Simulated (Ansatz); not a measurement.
# A computed series for BeSe: response to strain

The parent structure is BeSe in the zinc blende structure (space group F-43m, No. 216; a = 5.082 Å). Axes: x, y, z lie along the cube axes.

Strains are applied to the cell and any free atomic positions relax; under biaxial strain the out-of-plane vector relaxes too.

Computed with LDA in Ansatz (plane waves to 420 eV, PAW, no spin-orbit coupling).

Notes on the quantities. energy relative to the base: free energy F; pressure: mean of the normal stresses, compression positive.

```json
[
 {"change": "base", "band gap": "2.40 eV", "energy relative to the base": "0 meV/atom", "smallest direct gap": "4.43 eV", "pressure": "-0.01 GPa", "out-of-plane strain": "–"},
 {"change": "biaxial strain −2.50 %, plane normal [111], relaxed out of plane", "band gap": "2.17 eV", "energy relative to the base": "+14 meV/atom", "smallest direct gap": "4.20 eV", "pressure": "3.67 GPa", "out-of-plane strain": "+1.05 %"},
 {"change": "biaxial strain −2.08 %, plane normal [111], relaxed out of plane", "band gap": "2.22 eV", "energy relative to the base": "+9.3 meV/atom", "smallest direct gap": "4.29 eV", "pressure": "3.00 GPa", "out-of-plane strain": "+0.87 %"},
 {"change": "biaxial strain −1.67 %, plane normal [111], relaxed out of plane", "band gap": "2.26 eV", "energy relative to the base": "+5.9 meV/atom", "smallest direct gap": "4.37 eV", "pressure": "2.37 GPa", "out-of-plane strain": "+0.70 %"},
 {"change": "biaxial strain −0.83 %, plane normal [111], relaxed out of plane", "band gap": "2.34 eV", "energy relative to the base": "+1.4 meV/atom", "smallest direct gap": "4.46 eV", "pressure": "1.14 GPa", "out-of-plane strain": "+0.35 %"},
 {"change": "biaxial strain +0.42 %, plane normal [111], relaxed out of plane", "band gap": "2.38 eV", "energy relative to the base": "+0.4 meV/atom", "smallest direct gap": "4.35 eV", "pressure": "-0.55 GPa", "out-of-plane strain": "-0.18 %"},
 {"change": "biaxial strain +0.83 %, plane normal [111], relaxed out of plane", "band gap": "2.37 eV", "energy relative to the base": "+1.4 meV/atom", "smallest direct gap": "4.26 eV", "pressure": "-1.07 GPa", "out-of-plane strain": "-0.34 %"},
 {"change": "biaxial strain +1.25 %, plane normal [111], relaxed out of plane", "band gap": "2.35 eV", "energy relative to the base": "+3.1 meV/atom", "smallest direct gap": "4.16 eV", "pressure": "-1.59 GPa", "out-of-plane strain": "-0.52 %"},
 {"change": "biaxial strain +2.08 %, plane normal [111], relaxed out of plane", "band gap": "2.32 eV", "energy relative to the base": "+8.5 meV/atom", "smallest direct gap": "3.98 eV", "pressure": "-2.55 GPa", "out-of-plane strain": "-0.84 %"},
 {"change": "biaxial strain +2.50 %, plane normal [111], relaxed out of plane", "band gap": "2.30 eV", "energy relative to the base": "+12 meV/atom", "smallest direct gap": "3.88 eV", "pressure": "-3.02 GPa", "out-of-plane strain": "-1.00 %"}
]
```

Whether these cells are dynamically stable was not tested.

Ansatz is an electronic-structure program.
